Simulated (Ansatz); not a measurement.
Start from C in the diamond structure (space group Fd-3m, No. 227; a = 3.5538 Å).

Levels (all Ansatz, a first-principles code, PAW): PBEsol (420 eV, without spin-orbit coupling); r2SCAN (500 eV, without spin-orbit coupling).

Its gap is 4.03 eV with PBEsol and 4.38 eV with r2SCAN.

Perturbation: a hydrostatic pressure of 100 GPa.

With PBEsol the gap becomes 4.43 eV.

Task: If the r2SCAN correction stayed the same, what would the r2SCAN gap be, and what does the r2SCAN run give?

Result: A rigid correction of +0.35 eV gives 4.78 eV. The r2SCAN run gives 4.78 eV, so the two effects roughly add.

Single points use the geometry relaxed with PBEsol. Load acts through the strain it causes; cell and atoms are relaxed under it. Whether these cells are dynamically stable was not tested. Competing high-pressure phases were not computed.
